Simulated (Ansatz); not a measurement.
Ru: energy against strain

Ru (hcp, P6_3/mmc, 13.499 Å³/atom at rest, c along z) under a strain ε along c (axis z), the other axes held. r2SCAN in Ansatz, a plane-wave DFT program (PAW, default set), 500 eV, 24×24×14 Γ-centred mesh, Fermi-Dirac smearing 0.10 eV; ions are relaxed within the symmetry of each cell.

Here s stands for strain and y for E less E0.

```
strain (%)  E less E0 (meV/atom)
----------  --------------------
-3.00                          ?
-1.50                       6.32
-1.00                       2.68
-0.50                       0.59
0.00                        0.00
0.50                        0.84
1.00                        3.07
1.50                        6.62
```

The 7 complete rows are fitted with a parabola, y against s. Least squares gives y = -0.002 + 0.1379·s + 2.8767·s². Residuals (row less fit): 0.056, -0.057, -0.058, 0.002, 0.054, 0.057, -0.057; standard error 0.069 (degrees of freedom: 4). Twice the quadratic coefficient over the volume, 2 × 2.8767 meV × 10⁴ × 0.1602 / 13.499 Å³, is the elastic constant C33 = 683 ± 7 GPa.

**Question.** What does the fit predict for y at s = -3.00, and how far is the calculated value from it?

**Answer.** y = -0.002 + 0.1379 × (-3.0) + 2.8767 × (-3.0)² = 25.475 meV/atom. The calculation gives 27.15 meV/atom, 1.675 meV/atom above the prediction (6.2 % of the range of y in the table). The row lies outside the fitted rows, so this is an extrapolation. From the scatter of the fitted rows alone, a prediction at this place has a standard error of 0.265 meV/atom, so the miss is 6.3 times that.

One order more, fitted to all 13 runs of the series, follows each within 0.01, so the miss is the next term of a smooth law. In a metal these values are sensitive to mesh and smearing; energies are taken to zero smearing, stresses follow the free energy. Rows are the converged runs of the series near zero and its far end; series whose fitted rows scatter by over a few per cent of the range, as at a crossing or softening among them, aren't shown in this form. Most that stay on the fit to the last digits aren't either.
